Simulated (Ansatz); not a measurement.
The parent structure is Zr in the hcp (Mg type) structure (space group P6_3/mmc, No. 194; a = 3.2443 Å, c = 5.1580 Å; relaxed with 0.1 eV smearing). Axes: x lies along a and z along c of the hexagonal cell.

All numbers come from r2SCAN (Ansatz, a first-principles code, PAW, no spin-orbit coupling).

Strains are applied to the cell and any free atomic positions relax.

One change was made to it. Results:

```tsv
quantity	base	after
pressure (mean of the normal stresses, compression positive)	0.0 GPa	0.5 GPa
shortest interatomic distance	3.187 Å	3.181 Å
energy relative to the base (free energy F)	0 meV/atom	+0.3 meV/atom
```

Name the change that was made.
A. uniaxial strain ε_xx = −1.50 %
B. uniaxial strain ε_xx = −2.00 %
C. uniaxial strain ε_xx = −0.50 %

C, uniaxial strain ε_xx = −0.50 %. For comparison, the energy relative to the base in the other runs: uniaxial strain ε_xx = −2.00 % gives +4.5 meV/atom; uniaxial strain ε_xx = −1.50 % gives +2.5 meV/atom.

No phonon test of stability was made. The final runs are not spin-polarised.
